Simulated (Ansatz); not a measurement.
Reference: SrTiO₃ (Pm-3m), PBEsol with spin-orbit coupling, rigid bands (plane waves, PAW; Ansatz, an electronic-structure program); geometry: cell and atoms relaxed with PBEsol.

```xyz
5
Lattice="3.8911 0.0000 0.0000 0.0000 3.8911 0.0000 0.0000 0.0000 3.8911" Properties=species:S:1:pos:R:3 pbc="T T T"
Sr     0.0000     0.0000     0.0000
Ti     1.9456     1.9456     1.9456
O      1.9456     0.0000     1.9456
O      0.0000     1.9456     1.9456
O      1.9456     1.9456     0.0000
```

- band gap = 1.84 eV
- electron conductivity mass = 0.65 mₑ
- hole conductivity mass = 1.86 mₑ
- Seebeck coefficient, n-type 1e19 cm⁻³ = -391 μV/K

### Question
Replace Ti by Hf on the same sites and relax. What happens?

### Answer
SrHfO₃ (Pm-3m): volume per atom 11.8 to 13.8 Å³; band gap rises (1.84 eV to 3.64 eV); electron conductivity mass falls (0.65 mₑ to 0.53 mₑ); hole conductivity mass rises (1.86 mₑ to 2.1 mₑ); Seebeck coefficient, n-type 1e19 cm⁻³ falls in size (-391 μV/K to -281 μV/K).

Moves up to 5 % count as about the same. Masses are for dilute carriers at 300 K, harmonic means over directions unless an axis is named. Seebeck coefficients are for the stated density at 300 K, with one relaxation time for all states and whether or not that doping can be reached.

Formula and space group known from diffraction (Crystallography Open Database), not checked to be the room-temperature form: SrHfO3 (Pm-3m).
